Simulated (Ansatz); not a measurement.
Results of PBE+SOC in Ansatz (plane waves, PAW) for ScGeCN (model structure, started from the AlSiCN type, P3m1, No. 156, 4 atoms in the cell).

Run with plane-wave cutoff 520 eV, 12×12×6 k mesh (along the axes of the cell as run), Fermi–Dirac smearing 0.01 eV, PAW data made under PBE.

Cell (relaxed with PBEsol):

```cif
data_CGeNSc
_chemical_formula_sum 'Sc1 Ge1 C1 N1'
_space_group_name_H-M_alt 'P3m1'
_space_group_IT_number 156
_space_group_name_Hall 'P 3 -2"'
_cell_length_a 3.37867
_cell_length_b 3.37867
_cell_length_c 5.28916
_cell_angle_alpha 90.000
_cell_angle_beta 90.000
_cell_angle_gamma 120.000
loop_
_atom_site_label
_atom_site_type_symbol
_atom_site_symmetry_multiplicity
_atom_site_Wyckoff_symbol
_atom_site_fract_x
_atom_site_fract_y
_atom_site_fract_z
_atom_site_occupancy
Sc1 Sc 1 b 0.33333 0.66667 0.52616 1
Ge1 Ge 1 c 0.66667 0.33333 0.99924 1
C1 C 1 b 0.33333 0.66667 0.09269 1
N1 N 1 c 0.66667 0.33333 0.63190 1
```

**Question.** Estimate the band gap, smallest direct gap on the k points sampled and direct gap at Γ that the calculation returns.

**Answer.** 
band gap: 2.27 eV (indirect)
smallest direct gap on the k points sampled: 2.40 eV
direct gap at Γ: 2.63 eV

Note: the relaxation could raise the start's symmetry but not lower it, so the cell can be a saddle point; cell and atoms aren't relaxed at this level (largest force component 0.10 eV/Å, pressure 4.6 GPa).

Computed values are for the static lattice.

Computing time: roughly 40 core-seconds.

A model structure was made by putting elements into a prototype or built by hand; it is no filed structure, need not be a known phase, and can be a saddle point held by its symmetry.

Ansatz is a program for electronic structure.
